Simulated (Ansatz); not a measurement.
Base system: GaN in the wurtzite structure (space group P6_3mc, No. 186; a = 3.183 Å, c = 5.186 Å).

Levels (all Ansatz, a quantum-chemistry and plane-wave program, PAW, earlier PAW set): PBEsol (420 eV, scalar-relativistic without spin-orbit coupling); r2SCAN (500 eV, no SOC); HSE06 (420 eV, no spin-orbit coupling); PBEsol+SOC (420 eV, with spin-orbit coupling).

One geometry, relaxed with PBEsol, under each level:

The valence-band top lists the three highest levels at Γ (Kramers pairs under SOC), from the VBM.

```csv
level,band gap,lowest conduction level above the VBM at special points,valence-band top at Γ,electron mass,pressure
PBEsol,1.88 eV,Γ 1.88 eV; A 4.21 eV; L 4.30 eV; M 4.94 eV,"0.00, 0.00, -0.04 eV","0.16 mₑ along c, 0.17 mₑ across (at Γ)",0.00 GPa
r2SCAN,2.35 eV,Γ 2.35 eV; A 4.78 eV; L 4.90 eV; M 5.59 eV,–,"0.17 mₑ along c, 0.19 mₑ across (at Γ)",0.00 GPa
HSE06,3.19 eV,Γ 3.19 eV; A 5.68 eV; L 5.68 eV,–,–,–
PBEsol+SOC,1.87 eV,Γ 1.87 eV; A 4.20 eV; L 4.29 eV; M 4.94 eV,"0.00, -0.01, -0.05 eV","0.16 mₑ along c, 0.17 mₑ across (at Γ)",-0.02 GPa
```

Single points use the geometry relaxed with PBEsol. Their cutoffs differ, which shifts pressures a little. The spin-orbit shifts are approximate. Masses are band curvatures over ±0.01 Å⁻¹ around the edge. Stability against distortions was not tested.
